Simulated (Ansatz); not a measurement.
Cost and result by functional for the adsorption energy of OH on the 1x1 (100) surface of monoclinic HfO2 (cut with top plane 2 O), one in a 1x1 cell, started at the site 'over Hf at depth 1.0 Å', in Ansatz (plane waves, PAW). Single points on the PBE structure, on one kind of machine; costs are rough ratios of the slab run's core time (references not counted) to the cheapest single point. r2SCAN's cost holds its higher cutoff (500 against 420 eV). Differences are taken against r2SCAN for comparison alone: no measured value is at hand, so the table doesn't rank accuracy. The points keep PBE's geometry, so the relaxation of a polaron and the settling of charge on one site are left out.

Host crystal: monoclinic HfO2, with a band gap (PBE, scalar-relativistic without spin-orbit coupling).

Model: 26-atom slab, 9.3 Å thick at the start under the adsorbate (thin: gaps and levels are the slab's own), 4x4x1 mesh, Fermi-Dirac 0.01 eV, dipole correction, 12 atoms held, the rest relaxed; no symmetry held; spin-polarised, ending with about 1.0 μB a cell, a value that depends on the mesh; orders that need a larger cell were not tried, no spin-orbit, no U, no dispersion correction. The slab shows no gap over 0.04 eV on its mesh. At the end it is bonded to Hf. In PBE it is, or lies within 0.03 eV of, the lowest of the starts that converged. These notes are the PBE run's. r2SCAN: The program's check for a lower electronic state was not made. Adsorption energies are against H2O(g) − ½ H2(g). A negative adsorption energy means that the adsorbate is more stable on the surface than in its reference.

```
functional                     relative cost  adsorption energy (eV)  less r2SCAN (eV)
-----------------------------  -------------  ----------------------  ----------------
RPBE                                       1                    1.46              0.18
r2SCAN                                     1                    1.28              0.00
PBE (the relaxed run's value)              –                    1.39              0.11
```

The values span 0.18 eV, while the single points' costs differ by a factor of roughly 1. Differences are of unrounded values.

Ansatz is a first-principles code.
